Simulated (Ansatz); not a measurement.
For TaSnO₃ (model structure, started from the PbTiO3 type, P4mm, No. 99, 5 atoms in the cell), LDA in Ansatz (PAW) gives:

- lattice parameter a = 4.013 Å
- c axis length = 3.986 Å
- bulk modulus B0 = 175 GPa
- cohesive energy = 7.26 eV/atom

**Question.** What does r²SCAN (plane waves, PAW; Ansatz, an electronic-structure program) give for the same quantities?

**Answer.** 
- lattice constant a: 4.094 Å (rises by 2.0 %)
- lattice parameter c: 4.003 Å (rises by 0.4 %)
- bulk modulus: 171 GPa (falls by 2.3 %)
- cohesive energy: 6.02 eV/atom (decreases by 1.24 eV/atom)

Changes are worked out from the printed values.

Unless a cell is named, each level is at its own relaxed cell (LDA 12.84, r²SCAN 13.42 Å³/atom).

Levels without +SOC leave out spin–orbit coupling, which shifts energies and cells of such heavy elements.

Caveats: the bulk modulus is −V dP/dV from two relaxed cells at ±2 % in volume (LDA, r²SCAN). Ansatz's density-functional and Hartree–Fock values are scalar-relativistic unless marked +SOC, with PAW data made under PBE.

A model structure was made by putting elements into a prototype or built by hand; it is no filed structure, need not be a known phase, and can be a saddle point held by its symmetry.
